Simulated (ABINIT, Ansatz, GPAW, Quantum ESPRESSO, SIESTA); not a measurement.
**One structure in several programs: Pd (Fm-3m, 1 atom in the cell)**

Self-consistent single point, at a second geometry (lattice scaled by 0.98). First geometry:

```
Pd
1.0
    0.00000     1.99195     1.99195
    1.99195     0.00000     1.99195
    1.99195     1.99195     0.00000
Pd
1
Direct
  0.00000   0.00000   0.00000
```
Moments meant for the start (each program seeds them in its own way; μB, in the order of the atoms Pd): 1.0.

Shared settings, as Ansatz (an electronic-structure program) writes them: kpoints.mp_grid.grid = 10 10 10; scf.occupations.method = gaussian; scf.occupations.width = 0.02 Ry. Potentials and cutoffs stand in the table.

| code | model | ΔF from the first geometry (meV/atom) | pressure (GPa) | cutoff |
|---|---|---|---|---|
| ABINIT | PBE, PAW (JTH v2.0 PBE PAW) | -0.2 | 5.18 | 653 eV |
| GPAW | PBE, GPAW PAW datasets PBE (gpaw-data 1.0.1) | 1.1 | 5.60 | 600 eV |
| Ansatz | PBE, PAW files | 1.1 | 5.57 | 30.9 Ry |
| Quantum ESPRESSO | PBE, SSSP 1.1.2 efficiency (PBE) pseudopotentials | 0.9 | 5.42 | 60 Ry |
| SIESTA | GGA PBE, numerical atomic orbitals DZP, PseudoDojo PBE standard norm-conserving potentials (rewritten from UPF to PSML) | -4.9 | 5.22 | grid 400 Ry |

On Ansatz's run: the starting moments vanished: the run ended non-magnetic. The program warned that a starting moment was not kept.

The spread over the programs that give each value: ΔF from the first geometry within 6.0 meV/atom; pressure within 0.42 GPa.

SIESTA uses small atom-centred bases, whose incompleteness enters pressures, forces and empty levels differently from a plane-wave cutoff. Ansatz's pressure is given at a fixed set of plane waves, as the other plane-wave codes print theirs; with its correction for the finite basis it is 5.63 GPa.

The starting cell comes from a database of computed structures (which also holds hypothetical and non-ambient phases and stackings), without a prior relaxation at this level. Its lattice was rescaled by a random factor within 2.5 % of one. For this run, on top of that: lattice scaled by 0.98.

Left out of this page: Elk and FLEUR (not drawn, or without a comparable value).

Keys are those of Ansatz 0.2.
